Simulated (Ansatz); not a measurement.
The starting structures come from a database of crystals and need not be the phases stable at ambient conditions.

By PBEsol, the system below comes out a metal.

A figure of merit of an interconnect metal is its ballistic conductance per area.

Given:

```xyz
2
Lattice="4.3466 0.0000 0.0000 0.0000 4.3466 0.0000 2.1733 -2.1733 3.1657" Properties=species:S:1:pos:R:3 pbc="T T T"
In     0.0000     0.0000     0.0000
Sb     2.1733     2.1733     0.0000
```

Space group of this cell: I4/mmm. The cell is strained (lengths along the current scaled by 1.03, ions clamped); by PBEsol its mean pressure is -3.8 GPa.

The current flows along the normal of the first two printed cell vectors, the (001) (indices of the unstrained crystal) plane of the conventional cell. No spin-orbit coupling; the value is a mean over 0.1 eV about the Fermi level.

### Question
Predict the ballistic conductance per area from PBEsol in Ansatz (a first-principles code).

### Answer
0.79 × 10¹⁵ S/m² for both spins.
